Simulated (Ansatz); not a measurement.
## ZrN in the rock salt structure (space group Fm-3m, No. 225)

ZrN has the cubic space group Fm-3m (No. 225), the rock salt structure, Pearson symbol cF8. Cell: a = 4.595 Å, b = 4.595 Å, c = 4.595 Å, α = 90.00°, β = 90.00°, γ = 90.00°. N on 4a is surrounded by 6 Zr at 2.297 Å (octahedral). Zr on 4b is surrounded by 6 N at 2.297 Å (octahedral). (Neighbours: up to the widest gap in distance over summed covalent radii, below 1.35, at either atom; cation-cation and far metal-metal contacts left out.)
(The calculation used a cell of 2 atoms; values per cell refer to that cell.)

All numbers come from PBE, PAW, 420 eV (Ansatz, a program for electronic structure; spin-orbit coupling left out). Γ-centred 17×17×17 mesh, Fermi–Dirac width 0.05 eV.

```yaml
volume_per_atom: 12.13 Å³
density: 7.21 g/cm³
band_gap: zero
total_energy: -2285.655 eV/atom (σ→0; compares only within this code and set-up)
```

Whether these cells are dynamically stable was not tested. The final runs are not spin-polarised. An odd electron count without spin: ZrN.
